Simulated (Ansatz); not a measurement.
The starting structures come from a database of crystals and need not be the phases stable at ambient conditions.

 Where the default PAW files enter, the runs use the earlier of Ansatz's two default sets.

The decay constant κ of evanescent states in the gap governs leakage through a thin film.

Given:

```xyz
14
Lattice="6.3170 -0.0086 0.0000 0.0078 7.2683 0.0000 0.0000 0.0000 3.5480" Properties=species:S:1:pos:R:3 pbc="T T T"
V      1.6184     5.2596     0.8870
V      4.7063     2.0001     2.6610
V      5.0846     6.5380     0.8870
V      1.2402     0.7217     2.6610
O      1.6537     5.8782     2.6610
O      4.6710     1.3815     0.8870
O      6.0799     5.1134     0.8870
O      0.2449     2.1463     2.6610
O      3.5489     5.9836     0.8870
O      2.7759     1.2761     2.6610
O      5.3958     7.0193     2.6610
O      0.9290     0.2404     0.8870
O      2.0127     3.7387     0.8870
O      4.3121     3.5210     2.6610
```

Space group of this cell: P2_1/m. The cell was relaxed by PBE-D3(BJ); by r2SCAN its mean pressure is -3.3 GPa.

Transport runs along the normal of the first two printed cell vectors.

The gap is the functional's own. No spin-orbit coupling. Mid-gap values are interpolated on the energy grid.

### Question
Give the band gap and the smallest decay constant κ at mid-gap that r2SCAN in Ansatz (an electronic-structure program) yields.

### Answer
Gap 1.81 eV on a 6×4×8 mesh; κ = 0.270 1/Å, at (0.000, 0.500) of the in-plane reciprocal vectors. At the zone centre, at the nearest computed energy, the slowest state has κ = 0.27 1/Å.
